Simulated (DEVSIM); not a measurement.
System: In0.49Ga0.51P/GaAs n-p heterojunction, at 300 K.

Layer 1 from the left is In0.49Ga0.51P, thickness (μm) 0.0300, Nd (cm⁻³) 2.1e17, τn (s) 7.2e-10, τp (s) 7.2e-10. Layer 2 from the left is GaAs, thickness (μm) 1.10, Na (cm⁻³) 1.4e18, τn (s) 7.2e-10, τp (s) 7.2e-10.

Left contact: ohmic. Right contact: ohmic. Voltage is applied to the left contact. Recombination: SRH at mid-gap, radiative, Auger. Mobility is constant in doping.

This is a model device: material constants are rounded textbook-type values typed into the input, and sizes, dopings and lifetimes were drawn at random. Values at 300 K.

In0.49Ga0.51P: gap (eV) 1.89, affinity (eV) 4, permittivity 11.8, Nc (cm⁻³) 9e17, Nv (cm⁻³) 1.3e19, μn (cm²/Vs) 1500, μp (cm²/Vs) 80, B (cm³/s) 1e-10, Cn (cm⁶/s) 3e-30, Cp (cm⁶/s) 3e-30. GaAs: gap (eV) 1.424, affinity (eV) 4.07, permittivity 12.9, Nc (cm⁻³) 4.7e17, Nv (cm⁻³) 9e18, μn (cm²/Vs) 8500, μp (cm²/Vs) 400, B (cm³/s) 2e-10, Cn (cm⁶/s) 1e-30, Cp (cm⁶/s) 1e-30.

Simulated with DEVSIM: 1D drift-diffusion, Boltzmann statistics, complete ionisation; no tunnelling, impact ionisation, image-force lowering or self-heating. Band offsets follow the typed affinities; no thermionic-emission limit at abrupt steps, no polarisation charge.

**Question.** What does the simulation give for the potential step across the device at zero bias, the dark forward voltage at 1 A/cm², the dark forward voltage at 100 A/cm², the largest field in the device at zero bias?

**Answer.** potential step across the device at zero bias 1.408 V; dark forward voltage at 1 A/cm² 1.067 V; dark forward voltage at 100 A/cm² 1.186 V; largest field in the device at zero bias 400000 V/cm.
